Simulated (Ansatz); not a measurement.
Start from Cu₃N (space group Pm-3m, No. 221).

```yaml
crystal:
  lattice:
    - [3.82686, 0.00000, 0.00000]
    - [0.00000, 3.82686, 0.00000]
    - [0.00000, 0.00000, 3.82686]
  atoms:
    - { symbol: Cu, position: [0.50000, 0.00000, 0.00000] }
    - { symbol: Cu, position: [0.00000, 0.50000, 0.00000] }
    - { symbol: Cu, position: [0.00000, 0.00000, 0.50000] }
    - { symbol: N, position: [0.00000, 0.00000, 0.00000] }
```

Cartesian axes are those of the cell as printed.

Level of theory: Ansatz (a quantum-chemistry and plane-wave program) PBE, no spin-orbit coupling.

The change: the cell is scaled by 1.0120 in all directions; the atoms relax in the strained cell.

Q: Predict the stress tensor and what it implies for the stiffness.

A: Stress of the strained cell less that of the base (GPa, compression positive):
```
  -3.82    0.00    0.00
   0.00   -3.82    0.00
   0.00    0.00   -3.82
```

Then B = −ΔP/(ΔV/V₀) with ΔV/V₀ = 0.0364 gives secant stiffness values (nonlinear terms included at this strain): B ≈ 105 GPa.

As a check, the harmonic strain energy −½ V₀ Δσ:ε is 6.0 meV/atom; the computed energy rise is 6.3 meV/atom.

No phonon test of stability was made. All final runs are without spin polarisation.
